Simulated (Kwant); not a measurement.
Model system: π system c1ccc2c(c1)oc1ccccc12 between two chain leads. The π system is taken as planar. Atoms are numbered from 0 in the order of the SMILES. Site energies (eV, carbon 0): [0.0, 0.0, 0.0, 0.0, 0.0, 0.0, -4.8, 0.0, 0.0, 0.0, 0.0, 0.0, 0.0]. Bonds (i, j, β in eV): (0,1,-2.4) (1,2,-2.4) (2,3,-2.4) (3,4,-2.4) (4,5,-2.4) (4,6,-1.92) (6,7,-1.92) (7,8,-2.4) (8,9,-2.4) (9,10,-2.4) (10,11,-2.4) (11,12,-2.4) (5,0,-2.4) (12,7,-2.4) (12,3,-2.4). Leads: chains of hopping −3.6 eV, joined by −1.2 eV to atoms 2 and 8.

Site energies and bond integrals are typed Hückel values.

Computed with Kwant: Hückel tight-binding model, one pz orbital an atom, one spin, coherent transport at 0 K. Conductance is in e²/h.

Sweep values stay those of the base run.

Base results: transmission at E = 0 0.00013.

### Question
What follows from this one change: contacts moved from atoms [2, 8] to [1, 2]?

### Answer
transmission at E = 0 0.00013 → 0.031.

### Question
What follows from this one change: contacts moved from atoms [2, 8] to [0, 1]?

### Answer
transmission at E = 0 0.00013 → 0.024.
